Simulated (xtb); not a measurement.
xtb 6.7.1, GFN1-xTB: Mg(OMe)(k2OAc)(OH2)2 (C[O][Mg]1(<-[OH2])(<-[OH2])[O]C(C)=[O]->1), 19 atoms. The geometry is a generated start, not checked to be a minimum at this level.

| Item | Result |
|---|---|
| run flags | --grad |
| method | GFN1-xTB |
| --acc | 1 (default) |
| --etemp (K) | 300 (default) |
| basis functions | 56 |
| valence electrons | 54 |

```xyz
19

Mg    -0.5137     0.2307     0.3575
O     -1.2855    -0.5410    -1.0040
C     -1.3392    -1.2439    -2.1886
H     -2.3481    -1.1635    -2.6214
H     -0.6206    -0.8581    -2.9235
H     -1.1196    -2.3093    -2.0317
C      3.1471     0.4793     1.0532
C      1.6644     0.3855     0.7852
O      1.1050     1.2826     0.1207
O      1.0187    -0.5876     1.2265
H      3.6772     0.1193     0.1739
H      3.4242     1.5158     1.2222
H      3.4127    -0.1372     1.9064
O     -1.7370     1.8786     0.1569
H     -1.9686     1.3401    -0.6132
H     -1.1680     2.5802    -0.1735
O     -1.8687    -0.6330     1.6396
H     -1.3935    -1.3092     2.1312
H     -2.0868    -1.0291     0.7825
```

One run each on 1 thread. Values of broydamp tried: 0.02, 0.05, 0.1, 0.2, 0.4 (default), 0.6, 0.8, 1.

Which value of broydamp needs the fewest SCC iterations, and what happens away from it?

Fewest SCC iterations, within one of each other: 0.4 (default) with 10, 0.6 with 11. The count rises to 19 at 0.02. All converge to one solution.

```tsv
broydamp	SCC iterations	end
0.02	19	same solution
0.05	17	same solution
0.1	16	same solution
0.2	12	same solution
0.4 (default)	10	same solution
0.6	11	same solution
0.8	12	same solution
1	14	same solution
```
